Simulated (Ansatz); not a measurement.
The structure below was relaxed with PBE (Ansatz, a quantum-chemistry and plane-wave program; PAW; 420 eV plane waves; no SOC), earlier PAW set, at pressure 22.5 GPa.

```yaml
crystal:
  lattice:
    - [0.00000, 2.49052, 2.49052]
    - [2.49052, 0.00000, 2.49052]
    - [2.49052, 2.49052, 0.00000]
  atoms:
    - { symbol: Ge, position: [0.00000, 0.00000, 0.00000] }
    - { symbol: W, position: [0.50000, 0.50000, 0.50000] }
```

Q: Find the space group and the Wyckoff positions.

A: Space group Fm-3m (No. 225); a = b = c = 4.9810 Å, α = β = γ = 90.00°

```json
[
 {"atom": "Ge", "site": "4a", "symmetry": "m-3m", "x": "0.0000", "y": "0.0000", "z": "0.0000"},
 {"atom": "W", "site": "4b", "symmetry": "m-3m", "x": "0.5000", "y": "0.5000", "z": "0.5000"}
]
```

Q: Describe the coordination.

A: The crystal has 8 atoms in its conventional cell. Lattice parameters: a = b = c = 4.9810 Å, α = β = γ = 90.00°. Ge sees 6 W at 2.491 Å (octahedral). W sees 6 Ge at 2.491 Å (octahedral). (Neighbours: up to the widest gap in distance over summed covalent radii, below 1.35, at either atom; cation-cation and far metal-metal contacts left out.)

Load acts through the strain it causes; cell and atoms are relaxed under it. Stability against distortions was not tested. No other phases were tried under pressure. All final runs are without spin polarisation. The cell was made from WGe in the rock salt structure (space group Fm-3m, No. 225; a hypothetical phase, not in the database extracts checked) by this change: pressure 22.5 GPa. WGe has a high density of states at the Fermi level and may be magnetic at this level.
